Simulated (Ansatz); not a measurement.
## Li2Se: energy against volume

Li2Se (antifluorite, Fm-3m, 17.508 Å³/atom and stress up to 0.01 GPa in the relaxed cell, cube axes along x, y and z) under hydrostatic pressure, with the cell free. PBEsol in Ansatz, a plane-wave DFT program (PAW, default set), 420 eV, 10×10×10 Γ-centred mesh, Fermi-Dirac smearing 0.05 eV; ions are relaxed, or left where forces stay under 0.02 eV/Å, within the symmetry of each cell.

Here V stands for volume and E for E less E0.

```
volume (Å³/atom)  E less E0 (meV/atom)  pressure (GPa)
----------------  --------------------  --------------
18.6707                           7.59           -1.99
18.0426                           1.69           -0.99
17.5080                           0.00            0.00
17.3634                           0.14            0.30
17.1767                           0.72            0.70
16.8298                           3.09            1.50
16.2588                              ?               ?
```

Fit E of the 6 rows that show it with the third-order Birch-Murnaghan form, a cubic in V^(-2/3). With u = V^(-2/3) - 0.148, the rows have u = -0.005911, -0.002633, 0.000312, 0.001134, 0.002213, 0.004270. Least squares gives E = 0.019 - 117.0·u + 196283·u² - 103571·u³. Residuals (row less fit): 0.000, 0.000, -0.002, 0.001, 0.000, 0.000; standard error 0.002 (degrees of freedom: 2). Its minimum lies at u = 0.000298, so V0 = (0.148298)^(-3/2) = 17.51. There d²E/du² = 392400 and d³E/du³ = -621400, so B0 = (4/9) × 17.51^(-7/3) × 392400 × 0.160218 = 35.1 GPa (the last factor turns the table's units into GPa), and B0' = 4 + (2/3) × 0.148298 × (-621400)/392400 = 3.8. B0' rests on the cubic coefficient alone and has a standard error of 0.1 from these residuals.

Q: Predict the withheld E at V = 16.2588 from the fit, and compare with the calculation.

A: u = 0.007814, so E = 0.019 - 117.0 × 0.007814 + 196283 × 0.007814² - 103571 × 0.007814³ = 11.040 meV/atom. The calculation gives 11.06 meV/atom, 0.020 meV/atom above the prediction (0.2 % of the range of E in the table). The row lies outside the fitted rows, so this is an extrapolation. The scatter of the fitted rows lies at the last printed digit.

Other structures, which can take over under pressure, weren't tried. The same form fitted to the pressure column gives B0' = 3.9; series where the two differ by over 0.4 aren't shown. Rows are the converged runs of the series near zero and its far end, less any whose ions stayed unrelaxed beside relaxed ones; series whose fitted rows scatter by over a few per cent of the range, as at a crossing or softening among them, aren't shown in this form.
